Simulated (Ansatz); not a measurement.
SiGe (model structure, started from the CsCl type, Pm-3m, No. 221, 2 atoms in the cell) was calculated with PBEsol (Ansatz, an electronic-structure program, PAW).

Run with plane-wave cutoff 520 eV, 18×18×18 k mesh, Fermi–Dirac smearing 0.05 eV, scalar-relativistic PAW data made under PBE.

Cell (relaxed at this level):

Space group Pm-3m (No. 221); a = b = c = 3.199 Å, α = β = γ = 90.00°

| atom | site | symmetry | x | y | z |
|---|---|---|---|---|---|
| Ge | 1a | m-3m | 0.0000 | 0.0000 | 0.0000 |
| Si | 1b | m-3m | 0.5000 | 0.5000 | 0.5000 |

Q: Predict the bulk modulus B0.

A: 
- bulk modulus B0 = 86.2 GPa

The run finds no gap.

Note: the bulk modulus is −V dP/dV from two relaxed cells at ±2 % in volume; the relaxation could raise the start's symmetry but not lower it, so the cell can be a saddle point.

A model structure was made by putting elements into a prototype or built by hand; it is no filed structure, need not be a known phase, and can be a saddle point held by its symmetry.
